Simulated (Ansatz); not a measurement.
# Wire resistance of Ir2P (Fm-3m) and of Cu

Ir$_{2}$P (Fm-3m) has a bulk resistivity ρ₀ of 4.36 μΩ·cm and a mean free path ℓ of 21.8 nm. Cu (Fm-3m): ρ₀ = 1.66 μΩ·cm, ℓ = 40.5 nm. Both at 300 K by PBEsol, DFPT electron-phonon coupling, linearised Boltzmann equation (plane waves, PAW, scalar-relativistic; Ansatz, a program for electronic structure); third figures are kept for the arithmetic, and halving the electron mesh moves ρ₀ by up to 6 and 1 % at 300 K, and ℓ by up to 2 and 1 % (the most at any temperature). Cell of Ir2P (Fm-3m): a = b = c = 3.9122 Å, α = β = γ = 60.00°.

Square wire of width d: ρ(d) = ρ₀ + ρ₀ℓ [3(1 − p)/(4d) + 3R/(2D(1 − R))], with p = 0.2, R = 0.2, D = d.

Q: What are ρ₀ℓ and ρ(d)?

A: With D = d the size term is Kρ₀ℓ/d, K = 0.75 × 0.8 + 1.5 × 0.2/0.80 = 0.975. Ir2P (Fm-3m): ρ₀ℓ = 9.5×10⁻¹⁶ Ω·m², ρ = 4.36 + 93/d. Cu: 6.72×10⁻¹⁶ Ω·m², ρ = 1.66 + 65.5/d (μΩ·cm, d in nm).

Q: Do these numbers give a width at which Ir2P (Fm-3m) overtakes?

A: Nowhere: neither ρ₀ nor ρ₀ℓ of Ir2P (Fm-3m) lies under that of Cu.

Q: Give copper a liner of 1 nm on each side that carries no current, and suppose that Ir2P (Fm-3m) needs no liner. Tabulate ρL/d² for L = 1 μm against the trench width w. Take w = 9, 12, 20, 45 nm.

A: 
| w (nm) | ρ, Ir2P (Fm-3m) (μΩ·cm) | Ω/μm, Ir2P (Fm-3m) | core d (nm) | ρ, Cu (μΩ·cm) | Ω/μm, Cu |
|---|---|---|---|---|---|
| 9 | 14.7 | 1810 | 7 | 11.0 | 2200 |
| 12 | 12.1 | 840 | 10 | 8.2 | 820 |
| 20 | 9.0 | 220 | 18 | 5.3 | 164 |
| 45 | 6.4 | 32 | 43 | 3.2 | 17.2 |

The line of Ir2P (Fm-3m) has the lower resistance at w = 9 nm. The line of Cu has the lower resistance at w = 12, 20, 45 nm. At 12 nm the two differ by less than the mesh changes allow to tell. For Cu, d lies under 0.3 ℓ at w = 9, 12 nm, where the formula is only a guide.

The formula is the first-order form of the Fuchs-Sondheimer and Mayadas-Shatzkes models for a square wire of an isotropic metal and fails where d lies far under ℓ. Neither p nor R nor D comes from the calculation. With a current-weighted ℓ the product lies above the one-path value, by more the wider the paths spread. Only harmonic phonons scatter in ρ₀; disorder, surface states and the phase's stability aren't judged.

Formula and space group known from diffraction (Crystallography Open Database), not checked to be the room-temperature form: Ir2P (Fm-3m). The missing spin-orbit coupling matters most for Ir2P (Fm-3m).
